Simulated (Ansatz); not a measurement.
# Pd: response to strain

Base system: Pd in the fcc (Cu type) structure (space group Fm-3m, No. 225; a = 3.841 Å; relaxed with 0.1 eV smearing).

Strains are applied to the cell and any free atomic positions relax.

The values are results of Ansatz (a quantum-chemistry and plane-wave program) LDA, no SOC, not measurements.

Candidates:
(a) isotropic strain −2.50 %
(b) isotropic strain −1.50 %
(c) isotropic strain −2.00 %
(d) isotropic strain +3.00 %

Notes on the quantities. energy relative to the base: free energy F.

Q: Order them by energy relative to the base, highest first.

A: (d) isotropic strain +3.00 % (+71 meV/atom), (a) isotropic strain −2.50 % (+63 meV/atom), (c) isotropic strain −2.00 % (+39 meV/atom), (b) isotropic strain −1.50 % (+22 meV/atom)

Whether these cells are dynamically stable was not tested. The final runs are not spin-polarised. Pd lies near a magnetic instability that expansion can trigger; it was not tested.
